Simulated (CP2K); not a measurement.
Worked example: self-consistent single point of ScIr2 (P1, 6 atoms in the cell) in CP2K.

Method of the run: LDA (Pade form), GPW, DZVP-MOLOPT-SR-GTH basis, GTH-PADE potentials (GTH_POTENTIALS) run with CP2K 2026.2.

The change in words: lattice scaled by 0.98. Reference geometry:
```yaml
crystal:
  lattice:
    - [5.21384, 0.00000, 0.00000]
    - [2.60692, 4.51532, 0.00000]
    - [2.60692, 1.50510, 4.25708]
  atoms:
    - { symbol: Sc, position: [0.75250, 0.74539, 0.75199] }
    - { symbol: Sc, position: [0.50347, 0.50027, 0.50358] }
    - { symbol: Ir, position: [0.12688, 0.62509, 0.12003] }
    - { symbol: Ir, position: [0.11403, 0.13349, 0.12263] }
    - { symbol: Ir, position: [0.62593, 0.12635, 0.12293] }
    - { symbol: Ir, position: [0.12718, 0.11942, 0.62884] }
```

Reference input (self-consistent single point, DFT LDA (Pade form), GPW, DZVP-MOLOPT-SR-GTH basis, GTH-PADE potentials (GTH_POTENTIALS)): CUTOFF = 600 Ry; REL_CUTOFF = 50 Ry; SMEAR/METHOD = FERMI_DIRAC; ELECTRONIC_TEMPERATURE = 1160.45 K; KPOINTS/SCHEME = MONKHORST-PACK 4 4 4; GAMMA_CENTERED = T; XC_FUNCTIONAL = PADE; Sc/BASIS_SET = DZVP-MOLOPT-SR-GTH-q11; Sc/POTENTIAL = GTH-PADE-q11; Ir/BASIS_SET = DZVP-MOLOPT-SR-GTH-q17; Ir/POTENTIAL = GTH-PADE-q17; METHOD = GPW. This run's input differs from it in these lines:

```diff
@@ -64,4 +64,4 @@
     &CELL
-      ABC 5.21383800 5.21383786 5.21383797
-      ALPHA_BETA_GAMMA 60.00000376 59.99999981 59.99999913
+      ABC 5.10956100 5.10956021 5.10956062
+      ALPHA_BETA_GAMMA 60.00000356 60.00000401 60.00000133
       PERIODIC XYZ
@@ -69,8 +69,8 @@
     &COORD
-      Sc       7.82696668     4.49748627     3.20129511
-      Sc       5.24198490     3.01681340     2.14378085
-      Ir       2.60400186     3.00310803     0.51096040
-      Ir       1.26223108     0.78731002     0.52204159
-      Ir       3.91333996     0.75555080     0.52331020
-      Ir       2.61374652     1.48567873     2.67704410
+      Sc       7.67042624     4.40753611     3.13726892
+      Sc       5.13714446     2.95647684     2.10090504
+      Ir       2.55192133     2.94304546     0.50074115
+      Ir       1.23698627     0.77156374     0.51160071
+      Ir       3.83507286     0.74043971     0.51284395
+      Ir       2.56147110     1.45596514     2.62350298
     &END COORD
```

Output, abridged:

```
 SCF WAVEFUNCTION OPTIMIZATION

  Step     Update method      Time    Convergence         Total energy    Change
     1 NoMix/Diag. 0.30E+00      -     1.08799643      -518.0453591265 -5.18E+02
     2 Broy./Diag. 0.30E+00      -     0.04171236      -515.8588895129  2.19E+00
     3 Broy./Diag. 0.30E+00      -     0.10883195      -515.8542986840  4.59E-03
     4 Broy./Diag. 0.30E+00      -     0.00222285      -515.2071014026  6.47E-01
     5 Broy./Diag. 0.30E+00      -     0.00355795      -515.2579834740 -5.09E-02
     6 Broy./Diag. 0.30E+00      -     0.00113123      -515.2667964361 -8.81E-03
   [... 6 lines left out ...]
    13 Broy./Diag. 0.30E+00      -     0.00000280      -515.2407513584  4.59E-05
    14 Broy./Diag. 0.30E+00      -     0.00000103      -515.2407190979  3.23E-05
    15 Broy./Diag. 0.30E+00      -     0.00000106      -515.2407209570 -1.86E-06
    16 Broy./Diag. 0.30E+00      -     0.00000007      -515.2407275392 -6.58E-06
  *** SCF run converged in    16 steps ***

  Overlap energy of the core charge distribution:               0.00000001754435
  Self energy of the core charge distribution:               -816.73158761199011
  Core Hamiltonian energy:                                    187.86013507016062
  Hartree energy:                                             168.02895813354937
  Exchange-correlation energy:                                -54.39324516355236
  Electronic entropic energy:                                  -0.00498798488787
  Fermi energy:                                                 0.55179065276151

  Total energy:                                              -515.24072753918801
  Total energy (extrapolated to T->0):                       -515.23823354674403

   [... lines left out ...]

 STRESS| Analytical stress tensor [bar]
 STRESS|                        x                   y                   z
 STRESS|      x       -2.72781309742E+04   3.01776000837E+02   7.13836050897E+01
 STRESS|      y        3.01776000837E+02  -3.07471244585E+04   2.04300629133E+02
 STRESS|      z        7.13836050897E+01   2.04300629133E+02  -3.05828321210E+04
 STRESS| 1/3 Trace                                            -2.95360291846E+04
```

The run converged in 16 iterations. Against the reference run the free energy falls by 68.2 meV/atom, the pressure goes from -18.34 to -2.95 GPa and the largest force goes from 0.763 to 1.009 eV/Å.

The starting cell comes from a database of computed structures (which also holds hypothetical and non-ambient phases and stackings), without a prior relaxation at this level. Its atoms were displaced at random from the sites of space group no. 227. For this run, on top of that: lattice scaled by 0.98. Spin polarisation is off. Values carry the incompleteness of an atom-centred basis. Forces in this geometry exceed 1 eV/Å.

Cost on one core of a shared machine: roughly 3 min.
